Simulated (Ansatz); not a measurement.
Structures of equal composition on the (111) surface of fcc Pt: a layer of Zr in place of the second plane; a layer of Zr in place of the third plane. The slabs share one bottom face, and each structure is named by its start. These are constructed structures in small cells; real faces may alloy, dewet or reconstruct in larger ones, and not all known structures of the face are among them. Slabs of about 11 Å with all that they carry, Fermi-Dirac smearing of 0.1 eV. Bottom of the slabs: a bare face, its two planes held. Relaxed from the named starts with such symmetry as they have, on meshes of like density; energies extrapolated to zero smearing; no spin-orbit coupling, no U. Spin-polarised runs, if any, are marked in brackets, and their order is one that fits the cell; the others ran without spin.

Calculation: PBE (plane waves to 420 eV, PAW; Ansatz, an electronic-structure program).

Question: Put the candidates in order of energy per 1x1 cell, lowest first, for PBE.

Answer: a layer of Zr in place of the second plane (0.000 eV), a layer of Zr in place of the third plane (0.275 eV)
